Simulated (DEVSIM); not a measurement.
System: Schottky contact on n-type GaSb, at 300 K.

```tsv
layer (left to right)	material	thickness (μm)	Nd (cm⁻³)	τn (s)	τp (s)
1	GaSb	3.00	1.5e16	1.4e-8	1.4e-8
```

Left contact: Schottky, work function 4.46 eV, emission velocity 9.9e6 cm/s. Right contact: ohmic. Voltage is applied to the left contact. Recombination: SRH at mid-gap, radiative, Auger. Mobility is μmin + (μ − μmin)/(1 + (N/Nref)^α).

Constants are typed, rounded textbook-type inputs, not results; the design itself was drawn at random and stands for no fabricated device. Values at 300 K; Nc and Nv go as T^1.5, mobilities as T to minus their exponent, the gap by Varshni's rule with the affinity fixed.

```csv
parameter,GaSb
gap (eV),0.726
affinity (eV),4.06
permittivity,15.7
Nc (cm⁻³),2.1e17
Nv (cm⁻³),1.8e19
μn (cm²/Vs),5000
μp (cm²/Vs),850
"μn,min",1000
"μp,min",190
"Nref,n",2.8e17
"Nref,p",9e17
αn,1.05
αp,0.65
T exponent of μn,2
T exponent of μp,1.7
B (cm³/s),1e-10
Cn (cm⁶/s),5e-30
Cp (cm⁶/s),5e-30
Varshni α (eV/K),0.00042
Varshni β (K),140
```

DEVSIM, 1D drift-diffusion, Boltzmann statistics, complete ionisation; no tunnelling, impact ionisation, image-force lowering or self-heating. Metal contacts follow the ideal Schottky-Mott rule: no Fermi-level pinning, no interface dipoles.

Base results: dark forward voltage at 100 A/cm² (V) 0.196; potential step across the device at zero bias (V) 0.332; largest field in the device at zero bias (V/cm) 32000.

### Question
What follows from this one change: doping Nd of layer 1 1.5e+16 → 4.5e+15 cm^-3?

### Answer
dark forward voltage at 100 A/cm² 0.196 → 0.205 V; potential step across the device at zero bias 0.332 → 0.301 V; largest field in the device at zero bias 32000 → 17000 V/cm.

### Question
What follows from this one change: metal work function 4.46 → 4.41 eV?

### Answer
dark forward voltage at 100 A/cm² 0.196 → 0.146 V; potential step across the device at zero bias 0.332 → 0.282 V; largest field in the device at zero bias 32000 → 30000 V/cm.

### Question
What follows from this one change: metal work function 4.46 → 4.31 eV?

### Answer
dark forward voltage at 100 A/cm² 0.196 → 0.050 V; potential step across the device at zero bias 0.332 → 0.182 V; largest field in the device at zero bias 32000 → 23000 V/cm.

### Question
What follows from this one change: temperature 300 → 450 K?

### Answer
dark forward voltage at 100 A/cm² 0.196 → 0.082 V; potential step across the device at zero bias 0.332 → 0.274 V; largest field in the device at zero bias little changed (33000 V/cm).
